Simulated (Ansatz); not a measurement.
Si under load (space group Imma), Ansatz (an electronic-structure program) with r2SCAN with spin-orbit coupling, rigid bands. Condition of this run: uniaxial stress along [110] of -1 GPa (compression positive) (the target of the relaxation). Band gap 0.71 eV, N_c = 1.29e19 cm⁻³ and N_v = 1.25e19 cm⁻³ at 300 K, conductivity masses along z (a = (0.01, 2.73, 2.72) Å; b = (2.73, 0.01, 2.72) Å; c = (2.74, 2.74, 0.00) Å) of 0.537 mₑ (electrons) and 0.340 mₑ (holes). Take k_BT = 0.02585 eV.

**Question.** A film of it is 3 nm thick, with its normal along the direction named. Estimate the confinement energies in an infinite well.

**Answer.** ħ²π²/(2m t²) = 0.376 eV·nm²/(m/mₑ × t²) gives 77.8 meV for electrons and 123 meV for holes, so the gap would widen to about 0.91 eV. Finite barriers and nonparabolic bands lower this, and with several valleys or bands the heaviest mass along the normal sets the lowest level, not this average.

**Question.** Find the intrinsic carrier density and the intrinsic Fermi level.

**Answer.** n_i = √(N_c N_v) exp(−E_g/2k_BT) = 1.27e19 × exp(−13.73) = 1.4e13 cm⁻³. The level lies (k_BT/2) ln(N_v/N_c) = 0 meV from mid-gap (positive towards the conduction band). Each 0.1 eV added to the gap lowers n_i by a factor of 6.9.

**Question.** What built-in voltage has an abrupt junction with N_A = 1e16 and N_D = 1e18 cm⁻³, all dopants ionised?

**Answer.** V_bi = E_g/e − (k_BT/e) ln(N_c N_v/(N_A N_D)) = 0.71 − 0.02585 × 9.69 = 0.46 V, for the computed gap.

Rigid bands with the computed gap; masses take one relaxation time for all states.
